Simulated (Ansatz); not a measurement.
## How far PBE and r2SCAN part for GaAs, pressure −2 GPa

The reference is GaAs in the zinc blende structure (space group F-43m, No. 216; a = 5.746 Å).

(Cell as relaxed with PBE.)

Levels (all Ansatz, a quantum-chemistry and plane-wave program, PAW, earlier PAW set): PBE (420 eV, no spin-orbit coupling); r2SCAN (500 eV, no spin-orbit coupling).

Each level relaxes its own structure.

```tsv
base	PBE	r2SCAN
volume per atom	23.71 Å³	22.73 Å³
lattice parameter a	5.746 Å	5.666 Å
band gap	0.16 eV	0.97 eV
```

Modification: hydrostatic tension (pressure −2 GPa).

```json
[
 {"quantity": "band gap", "PBE": "zero", "r2SCAN": "…"},
 {"quantity": "lattice parameter a", "PBE": "5.816 Å", "r2SCAN": "…"}
]
```

Task: Given the PBE results, estimate those of r2SCAN.

Result: 
- band gap, r2SCAN: 0.73 eV
- lattice parameter a, r2SCAN: 5.721 Å

They disagree on the band gap; PBE's lattice parameter a lies 0.0943 Å above r2SCAN's (1.6 %). Neither level is exact; r2SCAN is the comparison here, not a measurement.

A case with no gap was solved on a k-mesh chosen for an insulator, which is coarse for it. Load acts through the strain it causes; cell and atoms are relaxed under it. Stability against distortions was not tested. The final runs are not spin-polarised. The zero or small gap of GaAs can change with the level of theory.
